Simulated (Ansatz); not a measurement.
## A constructed model of the (0001) surface of hcp Ti, a layer of Pd in place of the second plane (bottom of the slab: a bare face, its two planes held)

Level of theory: PBE (plane waves to 420 eV, PAW; Ansatz, a first-principles code).

Slab: 6 atoms, 11.4 Å thick at the start; k 15x15x1, smearing 0.1 eV, dipole-corrected; 2 atoms held, the rest relaxed; start symmetry kept, larger cells not searched; no spin, no spin-orbit, no U. In PBE it lies 0.25 eV a 1x1 cell over the lowest computed structure of the same composition (a layer of Pd in place of the third plane).

```json
{
  "work_function_of_the_top_face": "4.20 eV",
  "energy_released_by_relaxation": "0.026 eV",
  "cost": "about 2.5 core-minutes (a rough figure)"
}
```
